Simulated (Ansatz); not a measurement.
SiO₂ (P4₁2₁2, No. 92), treated with LDA (Ansatz, a quantum-chemistry and plane-wave program, PAW).

Settings: plane-wave cutoff 520 eV, 8×8×6 k mesh (along the axes of the cell as run), scalar-relativistic PAW data made under PBE.

Cell (relaxed at this level):

```yaml
crystal:
  lattice:
    - [4.94436, 0.00000, 0.00000]
    - [0.00000, 4.94436, 0.00000]
    - [0.00000, 0.00000, 6.87041]
  atoms:
    - { symbol: Si, position: [0.30432, 0.30432, 0.00000] }
    - { symbol: Si, position: [0.80432, 0.19568, 0.75000] }
    - { symbol: Si, position: [0.19568, 0.80432, 0.25000] }
    - { symbol: Si, position: [0.69568, 0.69568, 0.50000] }
    - { symbol: O, position: [0.23733, 0.11323, 0.18329] }
    - { symbol: O, position: [0.73733, 0.38677, 0.56671] }
    - { symbol: O, position: [0.26267, 0.61323, 0.06671] }
    - { symbol: O, position: [0.76267, 0.88677, 0.68329] }
    - { symbol: O, position: [0.88677, 0.76267, 0.31671] }
    - { symbol: O, position: [0.38677, 0.73733, 0.43329] }
    - { symbol: O, position: [0.61323, 0.26267, 0.93329] }
    - { symbol: O, position: [0.11323, 0.23733, 0.81671] }
```

Q: Predict the Voigt–Reuss–Hill bulk modulus, polycrystal shear modulus (Hill average), Young modulus and Poisson ratio.

A: 
Voigt–Reuss–Hill bulk modulus: 11.3 GPa
polycrystal shear modulus (Hill average): 38.2 GPa
Young modulus: 53.9 GPa
Poisson ratio: -0.294

Elastic constants are with the ions relaxed.

The computed numbers hold no vibrational or temperature effects.

The result took around 80 core-minutes (rough).
